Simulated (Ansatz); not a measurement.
# bcc Mo (1 1 1) on silicon (1 1 1) (film strained to the substrate, faces as cut)

A periodic stack without vacuum, bcc Mo (1 1 1) on silicon (1 1 1) (film strained to the substrate, faces as cut): substrate slab Si40, film Mo30, surface cells [[0, -2], [2, -2]] and [[-1, 2], [-2, 1]], film strained by -0.1 and -0.1 %, faces Si/Si and Mo/Mo as cut (like faces can put a slab off its formula).

The start was prepared with a machine-learned potential, and the result is one local minimum, with the in-plane cell held and forces under 0.04 eV/Å; the film can end far from its bulk form.

Computed with PBE (plane waves to 420 eV, PAW; Ansatz, a first-principles code). No spin–orbit coupling; the runs are not spin-polarised; PBE gaps are too small against experiment. Its k-point mesh 4×4×1, Fermi–Dirac width 0.05 eV.

```
Property                                                                                    Value
--------------------------------------------------------------------------------  ---------------
interface area                                                                            51.8 Å²
period                                                                                    23.98 Å
gaps between the outermost planes at the two interfaces                           0.42 and 0.48 Å
Mo–Si contacts across the interfaces within 1.22 times the sum of covalent radii  65, mean 2.78 Å
```

```yaml
crystal:
  lattice:
    - [7.73564, -0.00014, 0.04173]
    - [3.86788, 6.69936, 0.02759]
    - [3.34849, 2.83872, 24.00445]
  atoms:
    - { symbol: Si, position: [0.60012, 0.89642, 0.04034] }
    - { symbol: Si, position: [0.18893, 0.80817, 0.05930] }
    - { symbol: Si, position: [0.44880, 0.44703, 0.06239] }
    - { symbol: Si, position: [0.09017, 0.53170, 0.06625] }
    - { symbol: Si, position: [0.94550, 0.29880, 0.03608] }
    - { symbol: Si, position: [0.30166, 0.32240, 0.99766] }
    - { symbol: Si, position: [0.92943, 0.01315, 0.99618] }
    - { symbol: Si, position: [0.59749, 0.65237, 0.99855] }
    - { symbol: Si, position: [0.21079, 0.53588, 0.19398] }
    - { symbol: Si, position: [0.70550, 0.54694, 0.17998] }
    - { symbol: Si, position: [0.22278, 0.04492, 0.17915] }
    - { symbol: Si, position: [0.72167, 0.03092, 0.18232] }
    - { symbol: Si, position: [0.56250, 0.89142, 0.14181] }
    - { symbol: Si, position: [0.06856, 0.87648, 0.15291] }
    - { symbol: Si, position: [0.54471, 0.38131, 0.15467] }
    - { symbol: Si, position: [0.04923, 0.39748, 0.15593] }
    - { symbol: Si, position: [0.85005, 0.15669, 0.31307] }
    - { symbol: Si, position: [0.35183, 0.14410, 0.31885] }
    - { symbol: Si, position: [0.84635, 0.64679, 0.31953] }
    - { symbol: Si, position: [0.35404, 0.65874, 0.31056] }
    - { symbol: Si, position: [0.18947, 0.49404, 0.29033] }
    - { symbol: Si, position: [0.69198, 0.50320, 0.27886] }
    - { symbol: Si, position: [0.19330, 0.00553, 0.27893] }
    - { symbol: Si, position: [0.69317, 0.99305, 0.28333] }
    - { symbol: Si, position: [0.48232, 0.75242, 0.45189] }
    - { symbol: Si, position: [0.99344, 0.77044, 0.43751] }
    - { symbol: Si, position: [0.47626, 0.27234, 0.44369] }
    - { symbol: Si, position: [0.98553, 0.25603, 0.45515] }
    - { symbol: Si, position: [0.82243, 0.12137, 0.41367] }
    - { symbol: Si, position: [0.32444, 0.10005, 0.41864] }
    - { symbol: Si, position: [0.82396, 0.60346, 0.41948] }
    - { symbol: Si, position: [0.33477, 0.61580, 0.40640] }
    - { symbol: Si, position: [0.03730, 0.48222, 0.60120] }
    - { symbol: Si, position: [0.66642, 0.19060, 0.59984] }
    - { symbol: Si, position: [0.35720, 0.86636, 0.60380] }
    - { symbol: Si, position: [0.68859, 0.84858, 0.56359] }
    - { symbol: Si, position: [0.42774, 0.62247, 0.54541] }
    - { symbol: Si, position: [0.06563, 0.71336, 0.52953] }
    - { symbol: Si, position: [0.36348, 0.35034, 0.53578] }
    - { symbol: Si, position: [0.94368, 0.19959, 0.55652] }
    - { symbol: Mo, position: [0.34938, 0.48937, 0.66440] }
    - { symbol: Mo, position: [0.02173, 0.15185, 0.66179] }
    - { symbol: Mo, position: [0.69487, 0.81257, 0.66807] }
    - { symbol: Mo, position: [0.02345, 0.84402, 0.62111] }
    - { symbol: Mo, position: [0.69156, 0.50191, 0.62315] }
    - { symbol: Mo, position: [0.36542, 0.15994, 0.62929] }
    - { symbol: Mo, position: [0.00333, 0.78840, 0.74143] }
    - { symbol: Mo, position: [0.67145, 0.45156, 0.74041] }
    - { symbol: Mo, position: [0.33695, 0.11635, 0.74265] }
    - { symbol: Mo, position: [0.67964, 0.13374, 0.70542] }
    - { symbol: Mo, position: [0.34479, 0.79920, 0.70693] }
    - { symbol: Mo, position: [0.01221, 0.46663, 0.70607] }
    - { symbol: Mo, position: [0.65160, 0.08714, 0.81759] }
    - { symbol: Mo, position: [0.31856, 0.75101, 0.81962] }
    - { symbol: Mo, position: [0.98590, 0.42032, 0.81681] }
    - { symbol: Mo, position: [0.32791, 0.43684, 0.77949] }
    - { symbol: Mo, position: [0.99471, 0.10190, 0.78027] }
    - { symbol: Mo, position: [0.66027, 0.76817, 0.78180] }
    - { symbol: Mo, position: [0.30193, 0.38706, 0.89270] }
    - { symbol: Mo, position: [0.97066, 0.05263, 0.89169] }
    - { symbol: Mo, position: [0.63396, 0.72256, 0.89283] }
    - { symbol: Mo, position: [0.97483, 0.73678, 0.85675] }
    - { symbol: Mo, position: [0.64361, 0.40180, 0.85621] }
    - { symbol: Mo, position: [0.31119, 0.07187, 0.85805] }
    - { symbol: Mo, position: [0.93624, 0.68244, 0.97427] }
    - { symbol: Mo, position: [0.62631, 0.34827, 0.96962] }
    - { symbol: Mo, position: [0.28433, 0.01441, 0.97632] }
    - { symbol: Mo, position: [0.62752, 0.03549, 0.93603] }
    - { symbol: Mo, position: [0.28611, 0.70512, 0.93369] }
    - { symbol: Mo, position: [0.96242, 0.37255, 0.93093] }
```
